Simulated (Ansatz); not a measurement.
Base system: KBr in the rock salt structure (space group Fm-3m, No. 225; a = 6.6082 Å). Axes: x, y, z lie along the cube axes.

Level of theory: r2SCAN (Ansatz, a program for electronic structure; PAW; 500 eV plane waves; no spin-orbit coupling).

Base values:

The pressure comes out as 0.01 GPa. The valley order is Γ 5.07 eV; X along ⟨100⟩ 6.36 eV.

Now apply this change: compressive biaxial strain of 1.16 % in the plane normal to [110], as in epitaxy on a mismatched substrate; the out-of-plane cell vector and the atoms relax.

**Question.** How does this affect the pressure?

**Answer.** The pressure (mean of the normal stresses, compression positive) rises by 0.23 GPa, from 0.01 GPa to 0.24 GPa.

**Question.** Predict the new valley order.

**Answer.** The valley order (the lowest conduction-band minima on the path, energy above the VBM, named in the base's zone) changes from Γ 5.07 eV; X along ⟨100⟩ 6.36 eV to Γ 5.08 eV; X along [001] 6.31 eV; X along [010] 6.33 eV.

The levels and masses belong to the bands next to the band gap. Whether these cells are dynamically stable was not tested.
